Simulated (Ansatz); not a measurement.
The parent structure is Si in the diamond structure (space group Fd-3m, No. 227; a = 5.470 Å).

Level of theory: Ansatz (a quantum-chemistry and plane-wave program), PBE, PAW, cutoff 420 eV, no SOC, earlier PAW set.

Before the change:

| Quantity | Value |
|---|---|
| Width of the top valence band | 3.76 eV |
| Valley order | a point along ⟨100⟩, about 1.0 Å⁻¹ from Γ 0.61 eV; L along ⟨111⟩ 1.46 eV |
| Lattice parameter a | 5.470 Å |
| Smallest direct gap | 2.55 eV |

Now apply this change: hydrostatic tension (pressure −1 GPa).

Question: Predict the new width of the top valence band, valley order, lattice parameter a and smallest direct gap.

Answer: The width of the top valence band decreases by 0.05 eV to 3.71 eV; the valley order (the lowest conduction-band minima on the path, energy above the VBM, named in the base's zone) changes from a point along ⟨100⟩, about 1.0 Å⁻¹ from Γ 0.61 eV; L along ⟨111⟩ 1.46 eV to a point along ⟨100⟩, about 1.0 Å⁻¹ from Γ 0.63 eV; L along ⟨111⟩ 1.42 eV; the lattice parameter a goes up by 0.021 Å, from 5.470 Å to 5.491 Å; the smallest direct gap remains 2.55 eV.

Load acts through the strain it causes; cell and atoms are relaxed under it. Whether these cells are dynamically stable was not tested.
